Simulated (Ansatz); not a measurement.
# Response to strain in PbTe

Consider PbTe in the rock salt structure (space group Fm-3m, No. 225; a = 6.534 Å). Axes: x, y, z lie along the cube axes.

Strains are applied to the cell and any free atomic positions relax; under biaxial strain the out-of-plane vector relaxes too.

Level of theory: plane-wave PAW DFT at the r2SCAN level (Ansatz, a program for electronic structure, 500 eV), without spin-orbit coupling.

Notes on the quantities. in-plane stress: mean in-plane stress (compression positive).

| case | in-plane stress | ratio −ε⊥/ε∥ |
|---|---|---|
| biaxial strain +0.42 %, plane normal [111], relaxed out of plane | -0.3 GPa | – |
| biaxial strain +0.83 %, plane normal [111], relaxed out of plane | -0.5 GPa | 0.99 |
| biaxial strain +1.25 %, plane normal [111], relaxed out of plane | -0.8 GPa | 1.01 |
| biaxial strain +1.67 %, plane normal [111], relaxed out of plane | -1.0 GPa | 1.01 |
| biaxial strain +2.08 %, plane normal [111], relaxed out of plane | … | 1.01 |
| biaxial strain +2.50 %, plane normal [111], relaxed out of plane | … | 1.01 |

Q: Some entries are withheld; estimate them.

A: 
- biaxial strain +2.08 %, plane normal [111], relaxed out of plane, in-plane stress: -1.2 GPa
- biaxial strain +2.50 %, plane normal [111], relaxed out of plane, in-plane stress: -1.5 GPa

Stability against distortions was not tested.
